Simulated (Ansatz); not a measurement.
# Pressure series in BeSe

Take BeSe in the zinc blende structure (space group F-43m, No. 216; a = 5.082 Å) as the base.

Cell and atoms are relaxed at each pressure.

Calculations: Kohn–Sham DFT with the LDA functional, run in Ansatz (a program for electronic structure) with PAW and 420 eV plane waves, spin-orbit coupling left out.

Candidates:
(a) pressure 30 GPa
(b) pressure −2 GPa
(c) pressure 22.5 GPa
(d) pressure −1 GPa
(e) pressure 2.1 GPa

Before the change:

The band gap is 2.40 eV.

Question: Order them by band gap, highest first.

Answer: (b) pressure −2 GPa (2.46 eV), (d) pressure −1 GPa (2.43 eV), (e) pressure 2.1 GPa (2.35 eV), (c) pressure 22.5 GPa (1.92 eV), (a) pressure 30 GPa (1.79 eV)

Load acts through the strain it causes; cell and atoms are relaxed under it. Stability against distortions was not tested. Competing high-pressure phases were not computed.
